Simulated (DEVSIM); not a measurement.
System: illuminated GaAs p-on-n cell, one wavelength, at 250 K.

```csv
layer (left to right),material,thickness (μm),Nd (cm⁻³),Na (cm⁻³),τn (s),τp (s),absorption coefficient (cm⁻¹)
1,GaAs,0.880,-,1.7e18,1.6e-10,1.9e-11,41000
2,GaAs,3.60,6.6e16,-,9.7e-10,9.7e-10,41000
```

Left contact: ohmic, minority electron recombination velocity 50 cm/s. Right contact: ohmic, minority hole recombination velocity 600 cm/s. Voltage is applied to the left contact. Recombination: SRH at mid-gap, radiative, Auger. Light enters at the left, 2.7e18 photons cm⁻² s⁻¹, one pass, no reflection. Mobility is constant in doping.

Constants are typed, rounded textbook-type inputs, not results; the design itself was drawn at random and stands for no fabricated device. Values at 300 K; Nc and Nv go as T^1.5, mobilities as T to minus their exponent, the gap by Varshni's rule with the affinity fixed.

```
parameter             GaAs
----------------  --------
gap (eV)             1.424
affinity (eV)         4.07
permittivity          12.9
Nc (cm⁻³)           4.7e17
Nv (cm⁻³)             9e18
μn (cm²/Vs)           8500
μp (cm²/Vs)            400
T exponent of μn       2.1
T exponent of μp       2.2
B (cm³/s)            2e-10
Cn (cm⁶/s)           1e-30
Cp (cm⁶/s)           1e-30
Varshni α (eV/K)  0.000541
Varshni β (K)          204
```

Simulated with DEVSIM: 1D drift-diffusion, Boltzmann statistics, complete ionisation; no tunnelling, impact ionisation, image-force lowering or self-heating.

### Question
Tabulate band edges, carrier densities and field at 1.05 V on the left contact, in the dark.

### Answer
Energies count from the Fermi level of the right contact; mesh points crowd at the junctions.

```json
[
 {"x (μm)": "0.000", "Ec (eV)": "0.366", "Ev (eV)": "-1.080", "n (cm⁻³)": "1.4e10", "p (cm⁻³)": "1.7e18", "field (V/cm)": "≈ 0"},
 {"x (μm)": "0.02170", "Ec (eV)": "0.366", "Ev (eV)": "-1.080", "n (cm⁻³)": "1.4e10", "p (cm⁻³)": "1.7e18", "field (V/cm)": "≈ 0"},
 {"x (μm)": "0.06191", "Ec (eV)": "0.366", "Ev (eV)": "-1.080", "n (cm⁻³)": "1.4e10", "p (cm⁻³)": "1.7e18", "field (V/cm)": "≈ 0"},
 {"x (μm)": "0.1364", "Ec (eV)": "0.366", "Ev (eV)": "-1.080", "n (cm⁻³)": "1.4e10", "p (cm⁻³)": "1.7e18", "field (V/cm)": "≈ 0"},
 {"x (μm)": "0.3382", "Ec (eV)": "0.366", "Ev (eV)": "-1.080", "n (cm⁻³)": "1.4e10", "p (cm⁻³)": "1.7e18", "field (V/cm)": "≈ 0"},
 {"x (μm)": "0.5764", "Ec (eV)": "0.366", "Ev (eV)": "-1.080", "n (cm⁻³)": "1.4e10", "p (cm⁻³)": "1.7e18", "field (V/cm)": "≈ 0"},
 {"x (μm)": "0.7279", "Ec (eV)": "0.366", "Ev (eV)": "-1.080", "n (cm⁻³)": "1.4e10", "p (cm⁻³)": "1.7e18", "field (V/cm)": "≈ 0"},
 {"x (μm)": "0.8294", "Ec (eV)": "0.366", "Ev (eV)": "-1.080", "n (cm⁻³)": "1.5e10", "p (cm⁻³)": "1.7e18", "field (V/cm)": "≈ 0"},
 {"x (μm)": "0.8644", "Ec (eV)": "0.366", "Ev (eV)": "-1.080", "n (cm⁻³)": "1.5e10", "p (cm⁻³)": "1.7e18", "field (V/cm)": "-860"},
 {"x (μm)": "0.8831", "Ec (eV)": "0.308", "Ev (eV)": "-1.138", "n (cm⁻³)": "2.2e11", "p (cm⁻³)": "1.1e17", "field (V/cm)": "-73000"},
 {"x (μm)": "0.9080", "Ec (eV)": "0.166", "Ev (eV)": "-1.280", "n (cm⁻³)": "1.6e14", "p (cm⁻³)": "1.6e14", "field (V/cm)": "-45000"},
 {"x (μm)": "0.9775", "Ec (eV)": "0.040", "Ev (eV)": "-1.406", "n (cm⁻³)": "5.6e16", "p (cm⁻³)": "4.4e11", "field (V/cm)": "-2200"},
 {"x (μm)": "1.088", "Ec (eV)": "0.036", "Ev (eV)": "-1.410", "n (cm⁻³)": "6.6e16", "p (cm⁻³)": "3.4e11", "field (V/cm)": "≈ 0"},
 {"x (μm)": "1.298", "Ec (eV)": "0.036", "Ev (eV)": "-1.410", "n (cm⁻³)": "6.6e16", "p (cm⁻³)": "2.8e11", "field (V/cm)": "≈ 0"},
 {"x (μm)": "1.885", "Ec (eV)": "0.036", "Ev (eV)": "-1.410", "n (cm⁻³)": "6.6e16", "p (cm⁻³)": "1.7e11", "field (V/cm)": "≈ 0"},
 {"x (μm)": "2.752", "Ec (eV)": "0.036", "Ev (eV)": "-1.410", "n (cm⁻³)": "6.6e16", "p (cm⁻³)": "7.9e10", "field (V/cm)": "≈ 0"},
 {"x (μm)": "3.584", "Ec (eV)": "0.036", "Ev (eV)": "-1.410", "n (cm⁻³)": "6.6e16", "p (cm⁻³)": "4.3e10", "field (V/cm)": "≈ 0"},
 {"x (μm)": "4.021", "Ec (eV)": "0.036", "Ev (eV)": "-1.410", "n (cm⁻³)": "6.6e16", "p (cm⁻³)": "3.5e10", "field (V/cm)": "≈ 0"},
 {"x (μm)": "4.305", "Ec (eV)": "0.036", "Ev (eV)": "-1.410", "n (cm⁻³)": "6.6e16", "p (cm⁻³)": "3.2e10", "field (V/cm)": "≈ 0"},
 {"x (μm)": "4.400", "Ec (eV)": "0.036", "Ev (eV)": "-1.410", "n (cm⁻³)": "6.6e16", "p (cm⁻³)": "3.2e10", "field (V/cm)": "≈ 0"},
 {"x (μm)": "4.449", "Ec (eV)": "0.036", "Ev (eV)": "-1.410", "n (cm⁻³)": "6.6e16", "p (cm⁻³)": "3.2e10", "field (V/cm)": "≈ 0"},
 {"x (μm)": "4.480", "Ec (eV)": "0.036", "Ev (eV)": "-1.410", "n (cm⁻³)": "6.6e16", "p (cm⁻³)": "3.2e10", "field (V/cm)": "≈ 0"}
]
```
